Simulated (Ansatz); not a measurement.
Levels about the gap of amorphous Al28O45Lu2 (75 atoms in a cell of 834 Å³, 3.63 g/cm³; zone centre alone, so wide bands show as single levels with stretches between that a denser mesh fills), at the geometry that PBE relaxed, where it gives 1.3 GPa on a denser mesh. The participation number counts the atoms over which a state spreads; weights are charges in smoothed Voronoi cells. The levels come from a single point, so bond lengths are those of that geometry. Method of the levels: PBE, scalar-relativistic without spin-orbit coupling (Ansatz, a first-principles code). Sampling: the zone centre alone; Fermi-Dirac width 0.02 eV; no spin polarisation. At PBE the levels at the filled edge of the gap are localised (band-tail or defect states), and the nearest spread-out levels lie 4.2 eV apart at the zone centre.

A CHGNet melt-quench gave the starting glass, which DFT then relaxed. O atoms were pushed apart under 1.9 Å during the dynamics, to hinder bonds among them. The hot cell started wider than the set density and was brought back towards it in steps. It is the lowest in DFT energy of 2 quenches. It is a model cell: composition and starting density were chosen by hand, and all elements were melted together. No dispersion term was used. Its density started from a set value of 3.63 and ended at 3.63 g/cm³. Cooling (nominally 280 K/ps over its main leg) ran many orders faster than in experiment, which tends to leave more defects and strain. One small periodic cell is one sample of the glass; other quenches scatter about these values. The volume was held where the preparation left it and the shape relaxed, at a PBE pressure of 1.3 GPa. Stress components on the final sampling reach 1.5 GPa.

| E - E(highest filled), eV | filling | participation number | largest on | weight O | weight Al | weight Lu |
|---|---|---|---|---|---|---|
| -0.47 | filled | 13.3 | O, 3 neighbours | 0.94 | 0.05 | 0.01 |
| -0.43 | filled | 12.7 | O, 2 neighbours | 0.94 | 0.05 | 0.01 |
| -0.38 | filled | 12.9 | O, 3 neighbours | 0.94 | 0.05 | 0.01 |
| -0.22 | filled | 12.4 | O, 3 neighbours | 0.94 | 0.05 | 0.01 |
| -0.13 | filled | 5.0 | O, 3 neighbours | 0.94 | 0.06 | 0.00 |
| -0.05 | filled | 7.0 | O, 2 neighbours | 0.94 | 0.04 | 0.02 |
| 0.00 | filled | 7.5 | O, 3 neighbours | 0.94 | 0.04 | 0.02 |
| 3.56 | empty | 61.2 | O, 3 neighbours | 0.59 | 0.37 | 0.03 |
| 5.33 | empty | 29.7 | O, 3 neighbours | 0.57 | 0.35 | 0.08 |
| 5.59 | empty | 7.3 | Lu, 8 neighbours | 0.47 | 0.18 | 0.36 |
| 5.80 | empty | 33.1 | Al, 4 neighbours | 0.57 | 0.36 | 0.08 |
| 5.92 | empty | 23.0 | Lu, 6 neighbours | 0.53 | 0.27 | 0.20 |
| 6.04 | empty | 28.3 | Lu, 8 neighbours | 0.55 | 0.33 | 0.12 |
| 6.18 | empty | 9.4 | Lu, 8 neighbours | 0.47 | 0.20 | 0.32 |

Most localised among these is the filled level at -0.13 eV, on a O atom, which has 3 neighbours (Al 1.78 Å, Al 1.80 Å, Al 1.92 Å).
